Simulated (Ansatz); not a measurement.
We consider PdTe2 (model structure, started from the CdCl2 type, R-3m, No. 166, 3 atoms in the cell), described by LDA in Ansatz (plane waves, PAW).

Numerical settings: plane-wave cutoff 520 eV, 16×16×16 k mesh, Fermi–Dirac smearing 0.05 eV, scalar-relativistic PAW data made under PBE.

Cell (relaxed at this level):

Space group R-3m, hexagonal axes (No. 166); a = b = 3.885 Å, c = 16.932 Å, α = β = 90.00°, γ = 120.00°

```tsv
atom	site	symmetry	x	y	z
Pd	3a	-3m	0.0000	0.0000	0.0000
Te	6c	3m	0.0000	0.0000	0.2491
```
(The calculation used a cell of 3 atoms; values per cell refer to that cell.)

### Question
What does this level give for the bulk modulus?

### Answer

- bulk modulus: 40.9 GPa

The run finds no gap.

Note: the bulk modulus is −V dP/dV from two relaxed cells at ±2 % in volume; the relaxation could raise the start's symmetry but not lower it, so the cell can be a saddle point.

Spin–orbit coupling is not included; it can open a gap where bands touch, and shift volumes and moduli.

The computed numbers hold no vibrational or temperature effects.

A model structure was made by putting elements into a prototype or built by hand; it is no filed structure, need not be a known phase, and can be a saddle point held by its symmetry.

Ansatz is a first-principles code.
